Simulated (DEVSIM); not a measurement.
Device: Ru/SiO2/n-Si capacitor, at 300 K.

```
layer (left to right)  material  thickness (nm)  Nd (cm⁻³)
---------------------  --------  --------------  ---------
1                          SiO2            42.0          -
2                            Si           14000     1.7e15
```

Metal gate on the left, work function 4.7 eV. Fixed charge at the semiconductor interface -9.5e10 cm⁻² (in units of +e); interface traps 3e11 cm⁻² eV⁻¹, uniform in energy, neutral level at 0.5 of the gap above the valence band.

Constants are typed, rounded textbook-type inputs, not results; the design itself was drawn at random and stands for no fabricated device. Values at 300 K.

| parameter | SiO2 | Si |
|---|---|---|
| gap (eV) | 9 | 1.124 |
| affinity (eV) | 0.9 | 4.05 |
| permittivity | 3.9 | 11.7 |
| Nc (cm⁻³) | - | 2.86e19 |
| Nv (cm⁻³) | - | 3.1e19 |

DEVSIM, 1D Poisson equation in equilibrium, Boltzmann statistics, complete ionisation; no quantum confinement or tunnelling. Metal contacts follow the ideal Schottky-Mott rule: no Fermi-level pinning, no interface dipoles.

Q: Give the band bending (positive: bands bend down) and minority sheet density.

A: 
```tsv
Vg (V)	ψs (V)	minority carriers (cm⁻²)
-2.4	-0.810	8.4e11
-2.1	-0.801	6.9e11
-1.8	-0.790	5.5e11
-1.5	-0.778	4.1e11
-1.2	-0.760	2.7e11
-0.9	-0.735	1.3e11
-0.6	-0.683	2.6e10
-0.3	-0.541	1.4e8
0	-0.375	< 1e8
0.3	-0.214	< 1e8
0.6	-0.066	< 1e8
0.9	0.041	< 1e8
1.2	0.096	< 1e8
1.5	0.127	< 1e8
1.8	0.148	< 1e8
2.1	0.163	< 1e8
2.4	0.175	< 1e8
```
